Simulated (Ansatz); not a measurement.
An Ansatz (a program for electronic structure) run: ZnGeP2 with a change (pressure 30 GPa); PBEsol (Ansatz, PAW, no SOC), earlier PAW set.

Input:

Ansatz 0.2 input:
```yaml
crystal:
  lattice:
    - [-2.5545149837, 2.5545149837, 5.0416223415]
    - [2.5545149837, -2.5545149837, 5.0416223415]
    - [2.5545149837, 2.5545149837, -5.0416223415]
  atoms:
    - { symbol: Zn, position: [0.75, 0.25, 0.5] }
    - { symbol: Zn, position: [0, 0, 0] }
    - { symbol: Ge, position: [0.25, 0.75, 0.5] }
    - { symbol: Ge, position: [0.5, 0.5, 0] }
    - { symbol: P, position: [0.1226564892, 0.125, 0.4976564892] }
    - { symbol: P, position: [0.6273435108, 0.625, 0.5023435108] }
    - { symbol: P, position: [0.375, 0.8773435108, 1.0023435108] }
    - { symbol: P, position: [0.875, 0.3726564892, -0.0023435108] }
basis: { ecutwfc: 420, ecutrho_ratio: 4, xc_grid: 2, fft_grid_basis: typed }
kpoints: { mp_grid: { grid: [9, 9, 9] } }
hamiltonian:
  xc: pbesol
  dispersion: none
  pseudopotentials: { azcp: { folder: ./paw }, kind: paw }
scf: { occupations: { method: fermi_dirac, width: 0.05 } }
relax: { f_tol: 0.01, max_steps: 60, cell: { stress_tol: 0.02, p_target: 30 } }
output: { forces: true, stress: true }
checkpoint: { write: state.ck, write_every: 1000 }
```

Output (explanatory and most iteration lines left out):

```
Relaxation: its limit of steps is 60 (relax.max_steps)
Pseudopotential: Zn, paw, valence charge 12
Pseudopotential: Ge, paw, valence charge 14
Pseudopotential: P, paw, valence charge 5
Crystal: 8 atoms, lattice volume = 131.597 Å³
Basis set: ecut = 420 eV, 2561 PW (Γ), exchange–correlation on 90×90×90 points (8 copies of the dense FFT grid, shifted against one another)
Bands: 44, of which v1, the nominal top of the filled ones, is band 36 counted from 1 (35 counted from 0)
Symmetry: 8 space group operations
Space group: I-42d (ITA 122), of the structure as read, at distance tolerance 5.1e-5 Å
k-points: 75 of 729 (time reversal used)
Functional: x = pbesol(κ = 0.804, μ = 0.12345679012345678), c = pbesol(β = 0.046)
SCF iter   1: F=—  HF=-18030.026823 eV  |F-HF|=—  |Δ(HF+E_count)|=         —  Δρ=4.98e-2  dr2=3.16e0  ethr=3.10e-3  ⟨swp⟩=9.9  Hψ=17111  notcnv=0  defer=3
SCF iter   2: F=—  HF=-18029.323149 eV  |F-HF|=—  |Δ(HF+E_count)|=   7.04e-1  Δρ=2.69e-2  dr2=8.13e-1  ethr=3.10e-3  ⟨swp⟩=2.7  Hψ=5353  notcnv=0  defer=171
SCF 1 converged in 9 iterations: F = -18029.131267 eV  dr2 = 2.53e-8
relax step   1: F+E_penalty+E_count = -18029.13126669 eV  Δ(F+E_penalty+E_count) = +0.000e0 eV  max|allowed force component| = 6.778e-4 eV/Å  Δτ_max = 0.0000 Å  P = +22.493 GPa  Ω = 131.597 Å³  (9 SCF iters, dr2 threshold 1.00e-7 eV, accepted)
[... steps on the carried basis left out ...]
relax step   5: F+E_penalty+E_count = -18028.29471104 eV  Δ(F+E_penalty+E_count) = +1.424e-3 eV  max|allowed force component| = 5.219e-4 eV/Å  Δτ_max = 0.0000 Å  P = +29.991 GPa  Ω = 126.467 Å³  stress off target by 1.12e-2 GPa  SCF on the basis re-selected at this cell (its energy is not comparable with the rows above)  (7 SCF iters)
SCF converged after 7 iterations
Free energy (F): -18028.294711 eV
Internal energy: -18028.294694 eV  (E = F + TS)
E sigma→0 (E₀):  -18028.294702 eV
Entropy (-TS):   -0.000017 eV (-0.002 meV/atom)
Fermi energy:    11.008869 eV
--- Forces (eV/Å), atoms counted from 1 ---
  atom   1  Zn     0.00000000     0.00000000     0.00000000
  atom   2  Zn     0.00000000     0.00000000    -0.00000000
  atom   3  Ge     0.00000000    -0.00000000     0.00000000
  atom   4  Ge     0.00000000    -0.00000000     0.00000000
  atom   5  P     -0.00000000    -0.00052185     0.00000000
  atom   6  P     -0.00000000     0.00052185     0.00000000
  atom   7  P      0.00052185     0.00000000    -0.00000000
  atom   8  P     -0.00052185    -0.00000000     0.00000000
--- Stress (GPa, compression-positive) ---
       29.988822       0.000000       0.000000
        0.000000      29.988822      -0.000000
       -0.000000      -0.000000      29.994451
  P = ⅓ Tr σ = 29.9907 GPa (299.907 kbar)
--- Relaxed structure (4 steps of the walk, 4 accepted, 1 SCFs on fresh bases) ---
  cell:  # Å, volume = 126.4668 Å³
    - [-2.5214072780871097, 2.5214072780871097, 4.9731371383093865]
    - [2.5214072780871097, -2.5214072780871097, 4.9731371383093865]
    - [2.5214072780871097, 2.5214072780871097, -4.9731371383093865]
  atoms:
    - { symbol: Zn, position: [0.75, 0.25, 0.5] }
    - { symbol: Zn, position: [2.70033144661876e-34, 3.937250719033325e-34, 6.679364071038652e-34] }
    - { symbol: Ge, position: [0.25, 0.75, 0.5] }
    - { symbol: Ge, position: [0.5, 0.5, -5.302845717671833e-34] }
    - { symbol: P, position: [0.12188174014990824, 0.125, 0.49688174014990827] }
    - { symbol: P, position: [0.6281182598500916, 0.625, 0.5031182598500916] }
    - { symbol: P, position: [0.3750000000000001, 0.8781182598500918, 1.0031182598500918] }
    - { symbol: P, position: [0.875, 0.37188174014990827, -0.0031182598500917313] }
```

Load acts through the strain it causes; cell and atoms are relaxed under it. No phonon test of stability was made. Competing high-pressure phases were not computed. The cell was made from ZnGeP2 in the chalcopyrite structure (space group I-42d, No. 122) by this change: pressure 30 GPa.
